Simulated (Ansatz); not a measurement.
# BP: pressure 30 GPa

The parent structure is BP in the zinc blende structure (space group F-43m, No. 216; a = 4.4905 Å).

The change: a hydrostatic pressure of 30 GPa.

All numbers come from LDA, PAW, 420 eV (Ansatz, a quantum-chemistry and plane-wave program; no spin-orbit coupling). k-mesh 13×13×13 (Γ-centred); smearing 0.05 eV (Fermi–Dirac).

| quantity | base | changed | shift |
|---|---|---|---|
| volume per atom | 11.32 Å³ | 9.91 Å³ | -1.41 Å³ |
| lattice parameter a | 4.491 Å | 4.295 Å | -0.1953 Å |
| shortest interatomic distance | 1.944 Å | 1.860 Å | -0.0845 Å |
| enthalpy H = E + PV relative to the base's energy | – | +1.97 eV/atom | – |
| band gap | 1.14 eV | 0.96 eV | -0.18 eV |
| smallest direct gap | 3.43 eV | 3.70 eV | +0.27 eV |
| width of the top valence band | 5.67 eV | 6.48 eV | +0.81 eV |
| electron mass | 1.3 mₑ along k, 0.22 mₑ across (off the special points) | 3.0 mₑ along k, 0.23 mₑ across (off the special points) | – |
| hole mass (degenerate bands, along [100]) | 0.25, 0.25, 0.36 mₑ (at Γ) | 0.24, 0.24, 0.44 mₑ (at Γ) | – |

Cost of the whole job for the changed cell (relaxation, final SCF and bands): very roughly 9 core-seconds.

Load acts through the strain it causes; cell and atoms are relaxed under it. Masses are band curvatures over ±0.01 Å⁻¹ around the edge. Along k means along the line from Γ to the band edge. Whether these cells are dynamically stable was not tested. Competing high-pressure phases were not computed.
